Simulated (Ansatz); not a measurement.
Take Cs$_{2}$SnI$_{6}$ (space group Fm-3m, No. 225) as the base.

```
Cs2SnI6
1.0
    0.00000     5.77512     5.77512
    5.77512     0.00000     5.77512
    5.77512     5.77512     0.00000
Cs Sn I
2 1 6
Direct
  0.25000   0.25000   0.25000
  0.75000   0.75000   0.75000
  0.00000   0.00000   0.00000
  0.75152   0.24848   0.24848
  0.24848   0.75152   0.75152
  0.24848   0.75152   0.24848
  0.75152   0.24848   0.75152
  0.24848   0.24848   0.75152
  0.75152   0.75152   0.24848
```

Method: Ansatz (an electronic-structure program) PBEsol, spin-orbit coupling left out.

Before the change:

The lattice parameter a comes out as 11.550 Å.

The change: cell and atoms relaxed at a pressure of 10 GPa.

### Question
What does the calculation give for the lattice parameter a after the change?

### Answer
The lattice parameter a drops by 1.118 Å, from 11.550 Å to 10.432 Å.

Load acts through the strain it causes; cell and atoms are relaxed under it. No phonon test of stability was made. Competing high-pressure phases were not computed. The final runs are not spin-polarised.
